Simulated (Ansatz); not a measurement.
Zn: response to strain

Take Zn in the hcp (Mg type) structure (space group P6_3/mmc, No. 194; a = 2.6129 Å, c = 4.7815 Å; relaxed with 0.1 eV smearing) as the base. Axes: x lies along a and z along c of the hexagonal cell.

Strains are applied to the cell and any free atomic positions relax.

Method: PBEsol in Ansatz (plane waves to 420 eV, PAW, without spin-orbit coupling).

Notes on the quantities. energy relative to the base: free energy F; pressure: mean of the normal stresses, compression positive.

| change | energy relative to the base | volume per atom | pressure |
|---|---|---|---|
| base | 0 meV/atom | 14.14 Å³ | 0.0 GPa |
| uniaxial strain ε_zz = −3.00 % | +4.3 meV/atom | 13.71 Å³ | 2.4 GPa |
| uniaxial strain ε_zz = −2.50 % | +3.0 meV/atom | 13.78 Å³ | 1.9 GPa |
| uniaxial strain ε_zz = −2.00 % | +1.9 meV/atom | 13.85 Å³ | 1.5 GPa |
| uniaxial strain ε_zz = −1.00 % | +0.5 meV/atom | 13.99 Å³ | 0.7 GPa |
| uniaxial strain ε_zz = −0.50 % | +0.1 meV/atom | 14.06 Å³ | 0.4 GPa |
| uniaxial strain ε_zz = +0.50 % | +0.1 meV/atom | 14.21 Å³ | -0.3 GPa |
| uniaxial strain ε_zz = +1.50 % | +0.9 meV/atom | 14.35 Å³ | -1.0 GPa |
| uniaxial strain ε_zz = +2.00 % | +1.6 meV/atom | 14.42 Å³ | -1.3 GPa |
| uniaxial strain ε_zz = +2.50 % | +2.4 meV/atom | 14.49 Å³ | -1.6 GPa |

Stability against distortions was not tested.

Ansatz is an electronic-structure program.
